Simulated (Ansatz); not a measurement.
The reference is Li in the bcc (W type) structure (space group Im-3m, No. 229; a = 3.435 Å; relaxed with 0.1 eV smearing).

All numbers come from PBE (Ansatz, an electronic-structure program, PAW, no SOC).

Strains are applied to the cell and any free atomic positions relax.

One change was made to it. Results:

The energy grows by 7.7 meV/atom; the pressure goes from zero to 1.5 GPa.

Q: Which of these changes matches the shifts?
A) isotropic strain −2.00 %
B) isotropic strain +2.00 %
C) isotropic strain +0.50 %
D) isotropic strain −3.00 %
E) isotropic strain −1.50 %

A: D, isotropic strain −3.00 %. For comparison, the energy relative to the base in the other runs: isotropic strain −2.00 % gives +3.4 meV/atom; isotropic strain +0.50 % gives +0.2 meV/atom; isotropic strain +2.00 % gives +3.0 meV/atom; isotropic strain −1.50 % gives +1.9 meV/atom.

Stability against distortions was not tested.
